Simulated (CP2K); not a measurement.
```
CELL_PARAMETERS angstrom
      4.00539     0.00000     0.00000
     -1.51497     3.70783     0.00000
      0.00000     0.00000     8.69384
ATOMIC_POSITIONS crystal
  Br 0.86100 0.86100 0.89475
  Br 0.63900 0.63900 0.38900
  Br 0.36100 0.36100 0.61100
  Br 0.13900 0.13900 0.11100
```

Method of the run: PBE, GAPW, pob-TZVP-rev2 basis, all electrons, non-relativistic (CP2K 2026.2).

The set-up and first iterations of a CP2K log for Br (Cm, 4 atoms in the cell):

```
 GLOBAL| Method name                                                        CP2K
 GLOBAL| Project name                                                        run
 GLOBAL| Run type                                                   ENERGY_FORCE

 CELL| Volume [angstrom^3]:                                           129.114737
 CELL| Vector a [angstrom]:       4.005     0.000     0.000   |a| =     4.005388
 CELL| Vector b [angstrom]:      -1.515     3.708     0.000   |b| =     4.005387
 CELL| Vector c [angstrom]:       0.000     0.000     8.694   |c| =     8.693840
 CELL| Angle (b,c), alpha [degree]:                                    90.000000
 CELL| Angle (a,c), beta  [degree]:                                    90.000000
 CELL| Angle (a,b), gamma [degree]:                                   112.224309
 CELL| Numerically orthorhombic:                                              NO
   [... lines left out ...]
 BRILLOUIN| Wavefunction type                                            COMPLEX
 BRILLOUIN| List of Kpoints [2 Pi/Bohr]                                        5
 BRILLOUIN| Number           Weight            X              Y              Z
 BRILLOUIN|     1           0.22222       -0.33333       -0.33333        0.00000
 BRILLOUIN|     2           0.22222       -0.33333        0.00000        0.00000
 BRILLOUIN|     3           0.22222       -0.33333        0.33333        0.00000
 BRILLOUIN|     4           0.22222        0.00000       -0.33333        0.00000
 BRILLOUIN|     5           0.11111        0.00000        0.00000        0.00000
 *******************************************************************************

 Extrapolation method: initial_guess

 Re-scaling the density matrix to get the right number of electrons
                  # Electrons              Trace(P)               Scaling factor
                          140               140.000                        1.000

 Number of electrons:                                                        140
 Number of occupied orbitals:                                                 70
 Number of molecular orbitals:                                                93

 Number of orbital functions:                                                164
 Number of independent orbital functions:                                    164
 SCF WAVEFUNCTION OPTIMIZATION

  Step     Update method      Time    Convergence         Total energy    Change
     1 NoMix/Diag. 0.20E+00      -     2.66947471    -10295.3107038136 -1.03E+04
     2 Broy./Diag. 0.20E+00      -     0.01686309    -10295.6403974258 -3.30E-01
     3 Broy./Diag. 0.20E+00      -     0.02848045    -10295.4519630666  1.88E-01
     4 Broy./Diag. 0.20E+00      -     0.01374885    -10294.8414196079  6.11E-01
     5 Broy./Diag. 0.20E+00      -     0.01729369    -10294.9767582250 -1.35E-01
     6 Broy./Diag. 0.20E+00      -     0.01044042    -10294.8168039243  1.60E-01
```

Q: How does the run end?

A: The run ended unconverged after 100 iterations. It gives no final result for the task that was set. The log goes on:

```
   [... 90 lines left out ...]
    97 Broy./Diag. 0.20E+00      -     0.00028180    -10294.9604177179  8.17E-06
    98 Broy./Diag. 0.20E+00      -     0.00028426    -10294.9604255721 -7.85E-06
    99 Broy./Diag. 0.20E+00      -     0.00028677    -10294.9604180194  7.55E-06
   100 Broy./Diag. 0.20E+00      -     0.00028928    -10294.9604253938 -7.37E-06
  Leaving inner SCF loop after reaching   100 steps.

  Overlap energy of the core charge distribution:               0.00000074105279
  Self energy of the core charge distribution:              -2764.52895938400616
  Core Hamiltonian energy:                                  -8297.97970690314105
  Hartree energy:                                             278.34929018929967
  Exchange-correlation energy:                                -59.61318769548191

  GAPW| Exc from hard and soft atomic rho1:                  -303.98776532613186
  GAPW| local Eh = 1 center integrals:                        852.79990298458438
  Electronic entropic energy:                                  -0.00000000000000
  Fermi energy:                                                 0.12786207534631

  Total energy:                                            -10294.96042539382324
  Total energy (extrapolated to T->0):                     -10294.96042539382324

   [... lines left out ...]
 * /| |                                                                        *
 * / \                                                            qs_scf.F:702 *
 *******************************************************************************

 ===== Routine Calling Stack =====

            4 scf_env_do_scf
            3 qs_energies
            2 qs_forces
            1 CP2K
Abort(1) on node 0 (rank 0 in comm 0): application called MPI_Abort(MPI_COMM_WORLD, 1) - process 0
```

The starting cell has typed, rounded lattice constants, without a prior relaxation at this level. Its lattice was rescaled by up to half a per cent. One atom was moved a little off its site on purpose. Values carry the incompleteness of an atom-centred basis.

The run was DFT PBE, GAPW, pob-TZVP-rev2 basis, all electrons, non-relativistic. Main settings of its input:

- CUTOFF = 400 Ry
- REL_CUTOFF = 60 Ry
- SMEAR/METHOD = FERMI_DIRAC
- ELECTRONIC_TEMPERATURE = 232.09 K
- KPOINTS/SCHEME = MONKHORST-PACK 3 3 1
- XC_FUNCTIONAL = PBE
- Br/BASIS_SET = pob-TZVP-rev2
- Br/POTENTIAL = ALL
- METHOD = GAPW
- EPS_DEFAULT = 1e-10
- NGRIDS = 5
- SCF_GUESS = ATOMIC
